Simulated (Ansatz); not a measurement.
# PbSe: band gap against strain

PbSe (rock salt, Fm-3m, 30.048 Å³/atom at rest, cube axes along x, y and z) under an equal strain ε along all three axes. PBE in Ansatz, a plane-wave DFT program (PAW, default set), 420 eV, 9×9×9 Γ-centred mesh, Fermi-Dirac smearing 0.05 eV; ions are relaxed within the symmetry of each cell. Gaps are the smallest over the k-mesh and a band path, without spin-orbit coupling; in all rows the valence edge lies at about 0.9 Å⁻¹ from Γ and the conduction edge at about 0.9 Å⁻¹ from Γ.

Here s stands for strain and Eg for gap.

| strain (%) | gap (eV) |
|---|---|
| -3.00 | ? |
| -1.50 | 0.29 |
| -1.00 | 0.34 |
| -0.50 | 0.39 |
| 0.00 | 0.43 |
| 0.50 | 0.48 |
| 1.00 | 0.52 |
| 1.50 | 0.55 |

Q: Using a straight line, estimate the missing Eg at s = -3.00 from the other rows, showing the fit.

A: Means: s 0, Eg 0.429. About the means, the sum of products is 0.61500 and the sum of squares of s is 7.0000; the slope is their ratio. Least squares gives Eg = 0.429 + 0.0879·s. Residuals (row less fit): -0.007, -0.001, 0.005, 0.001, 0.007, 0.003, -0.011; standard error 0.007 (degrees of freedom: 5). Over these rows the gap moves by 8.8 ± 0.3 eV per unit strain, or 2.9 eV per unit of ln V. At the withheld row, Eg = 0.429 + 0.0879 × (-3.0) = 0.165 eV. The calculation gives 0.13 eV, 0.035 eV below the prediction (8.3 % of the range of Eg in the table). The row lies outside the fitted rows, so this is an extrapolation. From the scatter of the fitted rows alone, a prediction at this place has a standard error of 0.011 eV, so the miss is 3.2 times that.

One order more, fitted to all 13 runs of the series, follows each within 0.01, so the miss is the next term of a smooth law. Other structures, which can take over under pressure, weren't tried. Spin-orbit coupling is left out, which can shift this property for PbSe. Rows are the converged runs of the series near zero and its far end; series whose fitted rows scatter by over a few per cent of the range, as at a crossing or softening among them, aren't shown in this form. Most that stay on the fit to the last digits aren't either.
